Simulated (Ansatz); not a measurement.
Given:

End structure of a constructed model of the (111) surface of fcc Ir, a layer of Ni in place of the third plane (bottom of the slab: a bare face, its two planes held):

```yaml
crystal:
  lattice:
    - [2.73720, 0.00000, 0.00000]
    - [-1.36860, 2.37048, 0.00000]
    - [0.00000, 0.00000, 27.00000]
  atoms:
    - { symbol: Ir, position: [0.33333, 0.66667, 0.29684] }
    - { symbol: Ir, position: [0.66667, 0.33333, 0.37962] }
    - { symbol: Ir, position: [0.00000, 0.00000, 0.46142] }
    - { symbol: Ni, position: [0.33333, 0.66667, 0.53857] }
    - { symbol: Ir, position: [0.66667, 0.33333, 0.61448] }
    - { symbol: Ir, position: [0.00000, 0.00000, 0.69544] }
```

Set-up: 6 atoms, 11.0 Å thick at the start with caps and adatoms (thin: gaps and levels are the slab's own); mesh 16x16x1; 0.1 eV smearing; dipole correction on; 2 atoms held, the rest relaxed; symmetry of the start imposed; spin-polarised, no spin-orbit, no U. The starting moment vanished. In PBE it lies 0.13 eV a 1x1 cell over the lowest computed structure of the same composition (a layer of Ni in place of the second plane).

Question: Estimate the work function of the top face that PBE (Ansatz, a quantum-chemistry and plane-wave program) returns for this input.

Answer: 5.48 eV
